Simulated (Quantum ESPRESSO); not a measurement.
Troubleshooting Quantum ESPRESSO: a failed run on CuAs (C2/m, 10 atoms in the cell). The aim is a self-consistent single point with DFT, PBEsol, plane waves, PSlibrary ultrasoft (PBE) pseudopotentials.

Cell that was meant: a = 6.5272 Å, b = 6.5272 Å, c = 7.4833 Å, α = 121.56°, β = 121.56°, γ = 37.18°.

Part of the input:

```fortran
ATOMIC_SPECIES
Cu    63.5460  Cu.pbe-dn-rrkjus_psl.1.0.0.UPF
As    74.9216  As.pbe-n-rrkjus_psl.1.0.0.UPF
ATOMIC_POSITIONS {fractional}
Cu    0.0000000000    0.0000000000    0.0000000000
Cu    6.0839903122    0.0000000000    4.7331573645
Cu    2.1563886878    0.0000000000    1.5054346355
```

Output, abridged:

```
     This program is part of the open-source Quantum ESPRESSO suite
     for quantum simulation of materials; please cite

 %%%%%%%%%%%%%%%%%%%%%%%%%%%%%%%%%%%%%%%%%%%%%%%%%%%%%%%%%%%%%%%%%%%%%%%%%%%%%%
     Error in routine read_cards (1):
     unknown option for ATOMIC_POSITION: ATOMIC_POSITIONS {FRACTIONAL}
 %%%%%%%%%%%%%%%%%%%%%%%%%%%%%%%%%%%%%%%%%%%%%%%%%%%%%%%%%%%%%%%%%%%%%%%%%%%%%%

     stopping ...
```

### Question
Read the log: what does the program object to, and what is the fix?

### Answer
The fault is a value that the program does not know. The key takes a closed list of words, and names differ between codes. To fix it, use one of the words that the key accepts. The program stopped before any SCF iteration.

An input that runs soundly differs in these lines (not the only fix; some lines may just follow from the change or write a value another way):
```diff
-ATOMIC_POSITIONS {fractional}
+ATOMIC_POSITIONS {angstrom}
```

With that input, the run converged in 13 iterations: free energy E − TS -9701.7120 eV; Fermi level (on the code's own zero) 9.90 eV; pressure -4.71 GPa; largest force (vector length) 0.142 eV/Å (DFT, PBEsol, plane waves, PSlibrary ultrasoft (PBE) pseudopotentials).

On the sound input: the starting cell comes from a database of computed structures (which also holds hypothetical and non-ambient phases and stackings), without a prior relaxation at this level. Spin polarisation is off. With a pressure of about -5 GPa the cell is away from its equilibrium volume at this level. The run gives no clean gap (levels at the Fermi energy touch, overlap or are partly filled at this smearing), which alone does not show that the compound is a metal.
